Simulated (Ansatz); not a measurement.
We consider zinc-blende BeS, described by PBEsol-D3(BJ) in Ansatz (PAW).

Run with plane-wave cutoff 520 eV, 12×12×12 k mesh, Fermi–Dirac smearing 0.01 eV, scalar-relativistic PAW data made under PBE.

The volume scan:

```csv
V (Å³/atom),E − E_lowest (meV/atom),P (GPa)
12.951,17.32,7.06
13.226,7.43,4.47
13.502,1.79,2.13
13.777,0.00,-0.01
14.053,1.71,-1.95
14.328,6.61,-3.72
14.604,14.40,-5.32
```

**Question.** Estimate the bulk modulus from the pressures at 13.502 and 14.053 Å³/atom, and compare it with a fit to all energies.

**Answer.** B = −V dP/dV. Between V = 13.502 and 14.053 Å³/atom, dP/dV = (-1.95 − (2.13))/(14.053 − 13.502) = -7.40 GPa per Å³/atom; at the midpoint 13.777 Å³/atom this gives B ≈ 102 GPa. The third-order Birch–Murnaghan fit gives V0 = 13.776 Å³/atom, B0 = 102 GPa, B′ = 3.8, which lies within 1 % of that estimate.

Measured, for comparison: bulk modulus 105 GPa (room temperature, not corrected to a static lattice; as tabulated in Narayana, Nesamony, Ruoff, Phys. Rev. B 56, no. 22 (1997)); equilibrium volume per atom 14.44 Å³/atom (room temperature, not corrected to a static lattice; as tabulated in Narayana, Nesamony, Ruoff (BeS at high pressure; core.ac.uk copy)). Computed (rounded) less measured: bulk modulus -3 %, equilibrium volume per atom -4.6 %.

Computed values are for the static lattice.

Ansatz is a program for electronic structure.
